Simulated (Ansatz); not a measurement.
Tunnelling through a barrier is set by its complex band structure: the current falls as exp(−2κd) with the smallest κ.

Consider the following.

```yaml
crystal:
  lattice:
    - [2.55394, 0.00000, 0.00000]
    - [-1.27697, 2.21178, 0.00000]
    - [0.00000, 0.00000, 4.22685]
  atoms:
    - { symbol: B, position: [0.66667, 0.33333, 0.99972] }
    - { symbol: B, position: [0.33333, 0.66667, 0.49972] }
    - { symbol: N, position: [0.66667, 0.33333, 0.62528] }
    - { symbol: N, position: [0.33333, 0.66667, 0.12528] }
```

The cell is taken as given; by r2SCAN it stands under a pressure of -4.7 GPa.

Transport runs along the normal of the first two printed cell vectors, the (001) plane of the conventional cell.

No gap correction and no spin-orbit coupling; mid-gap is the computed energy nearest the middle.

Q: State the band gap and the smallest decay constant κ at mid-gap according to Ansatz (a quantum-chemistry and plane-wave program) with r2SCAN.

A: Gap 5.75 eV on a 18×18×8 mesh; κ = 0.371 1/Å, at the zone centre.
